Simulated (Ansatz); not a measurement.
Start from TiAl2 (space group I4_1/amd, No. 141; a = 3.935 Å, c = 24.112 Å; a cell from a computed database, its experimental status unchecked).

Method: Kohn–Sham DFT with the PBEsol functional, run in Ansatz (a quantum-chemistry and plane-wave program) with PAW and 420 eV plane waves, no SOC.

Base values:

- Pressure: 0.0 GPa

Now apply this change: an isotropic linear strain of +5.64 %, atoms relaxed at fixed cell.

Problem. What happens to the largest internal atomic displacement?

Solution. The largest internal atomic displacement is 0.032 Å.

Problem. Predict the new pressure.

Solution. The pressure (mean of the normal stresses, compression positive) goes from zero to -13.5 GPa.

Problem. What does the calculation give for the energy relative to the base after the change?

Solution. The energy increases by 135 meV/atom.

Stability against distortions was not tested. All final runs are without spin polarisation.
